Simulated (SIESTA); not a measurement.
SIESTA run on GaSb3 (P1, 4 atoms in the cell): self-consistent single point.

Method: SIESTA with GGA PBEsol, numerical atomic orbitals TZP, PseudoDojo PBEsol standard norm-conserving potentials (rewritten from UPF to PSML).

The change in words: atoms moved at random. Reference geometry:
```xyz
4
Lattice="0.0000 3.7306 3.7306 3.7306 0.0000 3.7306 3.7306 3.7306 0.0000" Properties=species:S:1:pos:R:3 pbc="T T T"
Ga     0.0000     0.0000     0.0000
Sb     1.8653     1.8653     1.8653
Sb     5.5959     5.5959     5.5959
Sb     3.7306     3.7306     3.7306
```

Reference input (self-consistent single point, DFT, GGA PBEsol, numerical atomic orbitals TZP, PseudoDojo PBEsol standard norm-conserving potentials (rewritten from UPF to PSML)): XC.functional = GGA; XC.authors = PBEsol; potentials = PseudoDojo PBEsol standard; PAO.BasisSize = TZP; PAO.EnergyShift = 0.01 Ry; MeshCutoff = 400 Ry; kgrid.MonkhorstPack = 9 9 9; OccupationFunction = MP; OccupationMPOrder = 0; ElectronicTemperature = 0.136 eV; MaxSCFIterations = 150; SCF.Mixer.Method = Pulay. This run's input differs from it in these lines:

```diff
@@ -18,6 +18,6 @@
 %block AtomicCoordinatesAndAtomicSpecies
-     0.000000000    0.000000000    0.000000000  1
-     1.865297500    1.865297500    1.865297500  2
-     5.595892500    5.595892500    5.595892500  2
-     3.730595000    3.730595000    3.730595000  2
+    -0.006785952   -0.003417225    0.000913996  1
+     1.817310857    1.808364890    1.833154693  2
+     5.620312975    5.663155128    5.630721335  2
+     3.760943390    3.723682207    3.726991245  2
 %endblock AtomicCoordinatesAndAtomicSpecies
```

Output, abridged:

```
        iscf     Eharris(eV)        E_KS(eV)     FreeEng(eV)     dDmax    Ef(eV) dHmax(eV)
   scf:    1    -9484.726140    -9482.376829    -9482.403601  1.064686 -3.209769  3.545025
   scf:    2    -9482.878629    -9482.638628    -9482.664195  0.072321 -3.295095  2.087975
   scf:    3    -9482.947832    -9482.812703    -9482.837008  0.094391 -3.433007  0.501475
   scf:    4    -9482.821912    -9482.818386    -9482.842429  0.021775 -3.454723  0.024781
   scf:    5    -9482.818432    -9482.818426    -9482.842469  0.001033 -3.453828  0.012525
   scf:    6    -9482.818442    -9482.818438    -9482.842470  0.000887 -3.455046  0.010480
   scf:    7    -9482.818434    -9482.818437    -9482.842474  0.000498 -3.454970  0.001990
   scf:    8    -9482.818435    -9482.818436    -9482.842474  0.000081 -3.454982  0.000790
   scf:    9    -9482.818435    -9482.818435    -9482.842474  0.000053 -3.454984  0.000120
   scf:   10    -9482.818435    -9482.818435    -9482.842474  0.000006 -3.454986  0.000013
SCF Convergence by DM+H criterion
max |DM_out - DM_in|         :     0.0000055040
max |H_out - H_in|      (eV) :     0.0000134253
SCF cycle converged after 10 iterations

Using DM_out to compute the final energy and forces

siesta: E_KS(eV) =            -9482.8184

siesta: E_KS - E_eggbox =     -9482.8184

siesta: Atomic forces (eV/Ang):
     1    0.031119    0.002022   -0.007840
     2    0.113794    0.182992    0.069964
     3   -0.026260   -0.210645   -0.082101
     4   -0.119389    0.026464    0.020294
   Tot   -0.000736    0.000833    0.000318
   Max    0.210645
   Res    0.099805    sqrt( Sum f_i^2 / 3N )
   Max    0.210645    constrained

Stress tensor Voigt[x,y,z,yz,xz,xy] (kbar):       23.28       23.60       23.35        2.67        6.43        2.78
(Free)E + p*V (eV/cell)    -9484.3598
   [... lines left out ...]
siesta: FreeEng =     -9482.842474
   [... lines left out ...]
siesta:     0.014529    0.001734    0.004015
siesta:     0.001734    0.014732    0.001666
siesta:     0.004015    0.001666    0.014574

siesta: Cell volume =        103.839911 Ang**3

siesta: Pressure (static):
siesta:                Solid            Molecule  Units
siesta:          -0.00015914         -0.00010974  Ry/Bohr**3
siesta:          -0.01461190         -0.01007592  eV/Ang**3
siesta:         -23.41083872        -16.14341029  kBar
```

The run converged in 10 iterations. Against the reference run the free energy goes up by 5.3 meV/atom, the pressure goes from -2.48 to -2.34 GPa and the largest force goes from 0.000 to 0.228 eV/Å.

The starting cell comes from a database of computed structures (which also holds hypothetical and non-ambient phases and stackings), without a prior relaxation at this level. For this run, on top of that: atoms moved at random. Values carry the incompleteness of an atom-centred basis. The run gives no clean gap (levels at the Fermi energy touch, overlap or are partly filled at this smearing), which alone does not show that the compound is a metal.

Cost on one core of a shared machine: roughly 50 s.
